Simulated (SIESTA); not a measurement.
A user runs SIESTA on Ca2CrWO6 (P-1, 20 atoms in the cell) and asks whether the run is sound. The aim is a self-consistent single point with DFT, GGA PBEsol, numerical atomic orbitals DZP, PseudoDojo PBEsol standard norm-conserving potentials (rewritten from UPF to PSML).

Cell that was meant: a = 5.6016 Å, b = 5.6031 Å, c = 7.9793 Å, α = 90.71°, β = 90.23°, γ = 90.39°.

Part of the input:

```
%endblock kgrid.MonkhorstPack
OccupationFunction           FD
ElectronicTemperature        580.23 K
NetCharge                    1.0
Spin                         polarized
%block DM.InitSpin
  1 +0.00
```

Output (repeated stretches shortened):

```
reinit: Reading from file input.fdf

reinit: System Name: Ca2CrWO6
reinit: System Label: siesta

NOTE on units for spin output:
   [... lines left out ...]
initDM: WARNING: atom 1 has a closed-shell and cannot be polarized
initDM: WARNING: atom 2 has a closed-shell and cannot be polarized
initDM: WARNING: atom 3 has a closed-shell and cannot be polarized
initDM: WARNING: atom 4 has a closed-shell and cannot be polarized
DM filled with atomic data (user-defined):
Note: For starting DM, Qtot, Tr[D*S] =        167.00000000        168.00000000

InitMesh: MESH = 64 x 64 x 90 = 368640
InitMesh: Mesh cutoff (required, used) =   350.000   351.670 Ry

stepf: Fermi-Dirac step function
        iscf     Eharris(eV)        E_KS(eV)     FreeEng(eV)     dDmax    Ef(eV) dHmax(eV)
   scf:    1   -18063.985273   -18402.351479   -18402.417416  0.761761 -2.296564 50.894961
     spin moment: {S} , |S| = {        0.0        0.0    5.21474 }     5.21474
   scf:    2   -14079.866295   -17251.501433   -17251.617350  4.861516 -2.933501169.168248
     spin moment: {S} , |S| = {        0.0        0.0    1.10521 }     1.10521
   scf:    3   -18984.213859   -18412.538839   -18412.607464  4.680199 -7.616585 48.871805
   [... lines left out ...]
     spin moment: {S} , |S| = {        0.0        0.0    5.83658 }     5.83658
   scf:   26   -18560.319673   -18560.319672   -18560.341553  0.000150 -5.165256  0.001288
     spin moment: {S} , |S| = {        0.0        0.0    5.83530 }     5.83530
   scf:   27   -18560.319670   -18560.319671   -18560.341554  0.000064 -5.165344  0.001007
     spin moment: {S} , |S| = {        0.0        0.0    5.83474 }     5.83474
   scf:   28   -18560.319669   -18560.319670   -18560.341554  0.000030 -5.165366  0.000867
     spin moment: {S} , |S| = {        0.0        0.0    5.83446 }     5.83446
SCF Convergence by DM+H criterion
max |DM_out - DM_in|         :     0.0000303917
max |H_out - H_in|      (eV) :     0.0008673336
SCF cycle converged after 28 iterations

Using DM_out to compute the final energy and forces

siesta: E_KS(eV) =           -18560.3197

siesta: E_KS - E_eggbox =    -18560.3197

siesta: Atomic forces (eV/Ang):
     1   -0.027748   -0.019828    0.075649
     2    0.027748    0.019828   -0.075649
     3   -0.021898   -0.016329    0.073002
   [... 17 lines left out ...]
   Tot   -0.000000    0.000000    0.000000
   Max    1.344012
   Res    0.551258    sqrt( Sum f_i^2 / 3N )
   Max    1.344012    constrained

Stress tensor Voigt[x,y,z,yz,xz,xy] (kbar):      137.84      143.73      142.47      -15.84      -12.65      -23.44
   [... lines left out ...]
siesta: FreeEng =    -18560.341554
siesta: Cell volume =        250.414694 Ang**3
siesta:        -141.34827820       -159.85580165  kBar
   [... lines left out ...]
    14    -0.727418    6.727418    0.001844  O
    15    -0.727859    6.727859    0.001815  O
    16    -0.727859    6.727859    0.001815  O
    17    -0.706218    6.706218   -0.009007  O
    18    -0.706218    6.706218   -0.009007  O
    19    -0.707090    6.707090   -0.008945  O
    20    -0.707090    6.707090   -0.008945  O
 Total     1.000000                5.834460
```

Task: Is this run sound? If not, what is wrong?

Result: The run is not sound. The fault is an unintended net charge. A charged periodic cell changes the electron count and is neutralised by a uniform background, so energy, forces and pressure belong to another system. To fix it, remove the charge. The run converged in 28 iterations without an error; against the sound input the pressure goes from -13.37 to -14.13 GPa, the largest force goes from 1.245 to 1.588 eV/Å and the size of the net moment hardly changes (0.28 to 0.29 μB/atom). The full log also holds: “madelung: WARNING: Charged system, but not an atom or molecule.” and “madelung: WARNING: Energy correction terms can not be applied.”.

An input that runs soundly differs in these lines (not the only fix; some lines may just follow from the change or write a value another way):
```diff
-NetCharge                    1.0
```

With that input, the run converged in 30 iterations: free energy E − TS -18565.2409 eV; Fermi level (on the code's own zero) -4.65 eV; pressure -13.37 GPa; largest force (vector length) 1.245 eV/Å; size of the cell's spin moment 5.57 μB (DFT, GGA PBEsol, numerical atomic orbitals DZP, PseudoDojo PBEsol standard norm-conserving potentials (rewritten from UPF to PSML)).

On the sound input: the starting cell comes from a database of computed structures (which also holds hypothetical and non-ambient phases and stackings), without a prior relaxation at this level. Its lattice was rescaled by a random factor within 2.5 % of one. The magnetic order is the one reached from the typed start; others were not searched systematically. Values carry the incompleteness of an atom-centred basis. With a pressure of about -13 GPa the cell is away from its equilibrium volume at this level. Forces in this geometry exceed 1 eV/Å. Without a gap this mesh is coarse (it stands for a supercell whose shortest vector is 16 Å).
